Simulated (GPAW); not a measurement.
GPAW run on NbAl₃ (I4/mmm, 4 atoms in the cell): self-consistent single point.

Method of the run: PBEsol, GPAW PAW datasets PBEsol (made by gpaw-setup) (plane waves; GPAW).

The change in words: lattice scaled by 0.98. Reference geometry:
```yaml
crystal:
  lattice:
    - [-1.95437, 1.95437, 4.37615]
    - [1.95437, -1.95437, 4.37615]
    - [1.95437, 1.95437, -4.37615]
  atoms:
    - { symbol: Al, position: [0.50000, 0.50000, 0.00000] }
    - { symbol: Al, position: [0.75000, 0.25000, 0.50000] }
    - { symbol: Al, position: [0.25000, 0.75000, 0.50000] }
    - { symbol: Nb, position: [0.00000, 0.00000, 0.00000] }
```

Reference input (self-consistent single point, DFT PBEsol, plane waves, GPAW PAW datasets PBEsol (made by gpaw-setup)): mode = pw; ecut = 600 eV; xc = PBEsol; kpts = 12 12 12; mesh shift (steps) = 0 0 0; occupations.name = fermi-dirac; occupations.width = 0.136 eV; nbands = -12; convergence.density = 1e-05 e/electron; symmetry.symmorphic = false; symmetry.tolerance = 0.0005; maxiter = 150. This run's input differs from it in these lines:

```diff
@@ -5,8 +5,8 @@
 atoms = Atoms(['Al', 'Al', 'Al', 'Nb'],
-              cell=[[-1.954366, 1.954366, 4.376153],
-                    [1.954366, -1.954366, 4.376153],
-                    [1.954366, 1.954366, -4.376153]],
-              positions=[[0.000000, 0.000000, 4.376153],
-                         [0.000000, 1.954366, 2.188077],
-                         [1.954366, 0.000000, 2.188077],
+              cell=[[-1.915279, 1.915279, 4.288630],
+                    [1.915279, -1.915279, 4.288630],
+                    [1.915279, 1.915279, -4.288630]],
+              positions=[[0.000000, 0.000000, 4.288630],
+                         [0.000000, 1.915279, 2.144315],
+                         [1.915279, 0.000000, 2.144315],
                          [0.000000, 0.000000, 0.000000]],
```

Output, abridged:

```
     iter     time        total  log10-change:
                         energy   eigst   dens
iter:   1 --:--:--   -26.024453
iter:   2 --:--:--   -25.736123   -1.60  -0.99
iter:   3 --:--:--   -25.120164   -1.16  -1.02
iter:   4 --:--:--   -25.076716   -2.90  -1.20
iter:   5 --:--:--   -25.044110   -1.95  -1.31
iter:   6 --:--:--   -25.049769   -2.39  -2.09
iter:   7 --:--:--   -25.024317   -2.84  -1.81
iter:   8 --:--:--   -25.024050   -4.50  -2.62
iter:   9 --:--:--   -25.023779c  -4.71  -2.68
iter:  10 --:--:--   -25.023778c  -6.16  -3.53
iter:  11 --:--:--   -25.023765c  -6.67  -3.55
iter:  12 --:--:--   -25.023775c  -6.68  -3.76
iter:  13 --:--:--   -25.023776c  -7.89c -4.19
iter:  14 --:--:--   -25.023776c  -8.50c -4.24
iter:  15 --:--:--   -25.023777c  -8.72c -4.84
iter:  16 --:--:--   -25.023777c -10.20c -5.12c
Converged after 16 iterations.

Dipole moment: (0.000000, -0.000000, 0.000000) |e|*Ang

Energy contributions relative to reference atoms: (reference = -123618.995179)

Kinetic:        +17.348240
Potential:      -14.639438
External:        +0.000000
XC:             -27.653147
Entropy (-ST):   -0.039200
Local:           -0.059831
SIC:             +0.000000
--------------------------
Free energy:    -25.043376
Extrapolated:   -25.023777

Showing only first 2 kpts
 Kpt  Band  Eigenvalues  Occupancy
  0     9      6.78073    2.00000
  0    10      8.93668    0.97744
  0    11     10.50220    0.00002
  0    12     10.50220    0.00002

  1     9      7.17518    2.00000
  1    10      8.28578    1.98269
  1    11     10.65032    0.00001
  1    12     10.70400    0.00000

Fermi level: 8.93054

No gap
No difference between direct/indirect transitions
Energy (eV): -25.023777

Forces in eV/Ang:
  0 Al    0.00000    0.00000   -0.00000
  1 Al    0.00000   -0.00000    0.00000
  2 Al   -0.00000    0.00000    0.00000
  3 Nb    0.00000    0.00000   -0.00000

Stress tensor:
     0.003260     0.000000     0.000000
     0.000000     0.003260    -0.000000
     0.000000    -0.000000     0.001909
Stress (GPa, Voigt): [ 0.5222  0.5222  0.3058 -0.      0.      0.    ]
```

The run converged in 16 iterations. GPAW prints stress with tension positive. Against the reference run the free energy falls by 25.4 meV/atom and the pressure goes from -7.50 to -0.45 GPa.

The starting cell comes from a database of computed structures (which also holds hypothetical and non-ambient phases and stackings), without a prior relaxation at this level. Its lattice was rescaled by a random factor within 2.5 % of one. For this run, on top of that: lattice scaled by 0.98. Spin polarisation is off.

Cost on one core of a shared machine: roughly 7 min.
